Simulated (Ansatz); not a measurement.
Base system: GaN in the wurtzite structure (space group P6_3mc, No. 186; a = 3.1826 Å, c = 5.1853 Å).

One thing is altered: a hydrostatic pressure of 30 GPa.

Levels (all Ansatz, a first-principles code, PAW): PBEsol (420 eV, no SOC); HSE06 (420 eV, no spin-orbit coupling).

The geometry is relaxed with PBEsol.

PBEsol lowest conduction level above the VBM at special points: Γ 2.67 eV; L 4.64 eV; K 4.90 eV

Problem. How does going to HSE06 change the lowest conduction level above the VBM at special points?

Solution. The lowest conduction level above the VBM at special points changes from Γ 2.67 eV; L 4.64 eV; K 4.90 eV to Γ 4.11 eV; L 6.10 eV; K 6.28 eV.

Single points use the geometry relaxed with PBEsol. The levels and masses belong to the bands next to the band gap. Load acts through the strain it causes; cell and atoms are relaxed under it. Stability against distortions was not tested. Tetrahedral semiconductors of this kind turn to denser phases somewhere between about 1 and 50 GPa; those were not computed, so compressed cells here can lie past the real transition.
